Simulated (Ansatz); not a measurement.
## Sc: Sc → Ca

Base system: Sc in the hcp (Mg type) structure (space group P6_3/mmc, No. 194; a = 3.329 Å, c = 5.192 Å).

It is then changed as follows: full substitution Sc → Ca; the structure is relaxed again.

Level of theory: r2SCAN in Ansatz (plane waves to 500 eV, PAW, no spin-orbit coupling). Settings: 14×14×7 k-points, 0.05 eV Fermi–Dirac smearing, for the changed cell.

| quantity | base | changed | shift |
|---|---|---|---|
| volume per atom | 24.92 Å³ | 43.41 Å³ | +18.49 Å³ |
| density | 3.00 g/cm³ | 1.53 g/cm³ | -1.462 g/cm³ |
| lattice parameter a | 6.292 bohr | 7.438 bohr | +1.146 bohr |
| c/a ratio | 1.559 | 1.644 | +0.085 |
| space group | P6_3/mmc (No. 194) | P6_3/mmc (No. 194) | – |
| shortest interatomic distance | 6.104 bohr | 7.438 bohr | +1.3335 bohr |
| band gap | zero | zero | – |

Final structure:

```yaml
crystal:
  lattice:
    - [3.93586, 0.00000, 0.00000]
    - [-1.96793, 3.40855, 0.00000]
    - [0.00000, 0.00000, 6.47175]
  atoms:
    - { symbol: Ca, position: [0.33333, 0.66667, 0.75000] }
    - { symbol: Ca, position: [0.66667, 0.33333, 0.25000] }
```

No phonon test of stability was made. All final runs are without spin polarisation. This is not the structure that Ca has at room temperature and ambient pressure.

Ansatz is a program for electronic structure.
